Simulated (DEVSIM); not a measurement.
Si n-i-p diode

Device: Si n-i-p diode, at 350 K.

```csv
layer (left to right),material,thickness (μm),Nd (cm⁻³),Na (cm⁻³),τn (s),τp (s)
1,Si,0.250,1.7e18,-,0.00023,0.00023
2,Si,0.310,-,3.2e12,0.00023,0.00023
3,Si,0.260,-,3.9e16,0.00023,0.00023
```

Left contact: ohmic. Right contact: ohmic. Voltage is applied to the left contact. Recombination: SRH at mid-gap, Auger. Mobility is μmin + (μ − μmin)/(1 + (N/Nref)^α).

Constants are typed, rounded textbook-type inputs, not results; the design itself was drawn at random and stands for no fabricated device. Values at 300 K; Nc and Nv go as T^1.5, mobilities as T to minus their exponent, the gap by Varshni's rule with the affinity fixed.

```csv
parameter,Si
gap (eV),1.124
affinity (eV),4.05
permittivity,11.7
Nc (cm⁻³),2.86e19
Nv (cm⁻³),3.1e19
μn (cm²/Vs),1417
μp (cm²/Vs),470
"μn,min",52
"μp,min",45
"Nref,n",9.7e16
"Nref,p",2.2e17
αn,0.68
αp,0.72
T exponent of μn,2.3
T exponent of μp,2.2
Cn (cm⁶/s),2.8e-31
Cp (cm⁶/s),9.9e-32
Varshni α (eV/K),0.000473
Varshni β (K),636
```

Simulated with DEVSIM: 1D drift-diffusion, Boltzmann statistics, complete ionisation; no tunnelling, impact ionisation, image-force lowering or self-heating.

* **Potential step across the device at zero bias**: 0.810 V
* **Dark forward voltage at 1 A/cm²**: 0.439 V
* **Dark forward voltage at 100 A/cm²**: 0.582 V

Dark forward current:

```json
[
 {"V (V)": "-0.05", "J (A/cm²)": "-2.2e-6"},
 {"V (V)": "-0.10", "J (A/cm²)": "-1.4e-5"},
 {"V (V)": "-0.15", "J (A/cm²)": "-7.3e-5"},
 {"V (V)": "-0.20", "J (A/cm²)": "-0.00038"},
 {"V (V)": "-0.25", "J (A/cm²)": "-0.0020"},
 {"V (V)": "-0.30", "J (A/cm²)": "-0.010"},
 {"V (V)": "-0.35", "J (A/cm²)": "-0.053"},
 {"V (V)": "-0.40", "J (A/cm²)": "-0.28"},
 {"V (V)": "-0.45", "J (A/cm²)": "-1.4"},
 {"V (V)": "-0.50", "J (A/cm²)": "-7.4"},
 {"V (V)": "-0.55", "J (A/cm²)": "-37"},
 {"V (V)": "-0.60", "J (A/cm²)": "-180"},
 {"V (V)": "-0.65", "J (A/cm²)": "-760"},
 {"V (V)": "-0.70", "J (A/cm²)": "-2700"}
]
```

Small-signal capacitance in reverse bias (quasi-static):

| V (V) | C (nF/cm²) |
|---|---|
| 0.1 | 31.2 |
| 0.25 | 30.1 |
| 0.5 | 28.7 |
| 0.75 | 27.7 |
| 1 | 26.7 |
| 1.5 | 25.2 |
| 2 | 24.0 |
| 2.5 | 22.9 |
| 3.25 | 21.6 |
| 4 | 20.5 |
| 5 | 19.3 |
